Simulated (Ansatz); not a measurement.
# Effect of pressure −2 GPa on NiSi

Consider NiSi (space group Pnma, No. 62; a = 5.190 Å, b = 3.350 Å, c = 5.624 Å; non-magnetic).

It is then changed as follows: a negative pressure, −2 GPa.

All numbers come from PBE (Ansatz, a first-principles code, PAW, no spin-orbit coupling). k-mesh 9×14×8 (Γ-centred); smearing 0.05 eV (Fermi–Dirac).

```json
{
 "density": "5.82 g/cm³ (base 5.89 g/cm³)",
 "shortest_interatomic_distance": "2.294 Å (base 2.288 Å)",
 "band_gap": "zero (base zero)"
}
```

Load acts through the strain it causes; cell and atoms are relaxed under it. Whether these cells are dynamically stable was not tested. Starting moments died away, wholly or in part, for the base; another magnetic solution may exist. All final runs are without spin polarisation.
